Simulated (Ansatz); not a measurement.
# PbO2: energy against strain

PbO2 (rutile, P4_2/mnm, 14.821 Å³/atom at rest, c along z) under a strain ε along c (axis z), the other axes held. PBE in Ansatz, a plane-wave DFT program (PAW, default set), 420 eV, 9×9×14 Γ-centred mesh, Fermi-Dirac smearing 0.05 eV; ions are relaxed within the symmetry of each cell.

Here s stands for strain and y for E less E0.

```csv
strain (%),E less E0 (meV/atom)
-3.00,?
-1.20,1.57
-0.60,0.36
0.00,0.00
0.60,0.40
1.20,1.54
```

Taking a parabola for y over the 5 complete rows: Least squares gives y = -0.006 - 0.0033·s + 1.0833·s². Residuals (row less fit): 0.012, -0.026, 0.006, 0.018, -0.010; standard error 0.025 (degrees of freedom: 2). Twice the quadratic coefficient over the volume, 2 × 1.0833 meV × 10⁴ × 0.1602 / 14.821 Å³, is the elastic constant C33 = 234 ± 4 GPa.

Q: Estimate the missing y (s = -3.00); what did the run itself give?

A: y = -0.006 - 0.0033 × (-3.0) + 1.0833 × (-3.0)² = 9.754 meV/atom. The calculation gives 10.56 meV/atom, 0.806 meV/atom above the prediction (7.6 % of the range of y in the table). The row lies outside the fitted rows, so this is an extrapolation. From the scatter of the fitted rows alone, a prediction at this place has a standard error of 0.163 meV/atom, so the miss is 4.9 times that.

One order more, fitted to all 11 runs of the series, follows each within 0.01, so the miss is the next term of a smooth law. In a metal these values are sensitive to mesh and smearing; energies are taken to zero smearing, stresses follow the free energy. Rows are the converged runs of the series near zero and its far end; series whose fitted rows scatter by over a few per cent of the range, as at a crossing or softening among them, aren't shown in this form. Most that stay on the fit to the last digits aren't either.
